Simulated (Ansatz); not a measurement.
Results of rVV10 (plane waves, PAW; Ansatz, a first-principles code) for CsCl-type TiCo.

Run with plane-wave cutoff 500 eV, 18×18×18 k mesh, Fermi–Dirac smearing 0.1 eV, no spin polarisation, scalar-relativistic PAW data made under PBE.

Computed at the level's own relaxed cell.

What does this level give for the equilibrium volume per atom and lattice parameter a?


- equilibrium volume per atom = 13.27 Å³/atom
- lattice parameter a = 2.983 Å

Measured, for comparison: equilibrium volume per atom 13.43 Å³/atom, lattice constant a 2.995 Å (room temperature, no zero-point or thermal correction; as tabulated in Yamada et al. (2019), arXiv:1910.09660). Computed (rounded) less measured: equilibrium volume per atom -1.2 %, lattice constant a -0.4 %. A static lattice is as a rule a little smaller and stiffer than an uncorrected measurement, which narrows the difference in the equilibrium volume per atom, lattice constant a and would widen misses of the other sign.

Computing time: around 40 core-seconds (rough).
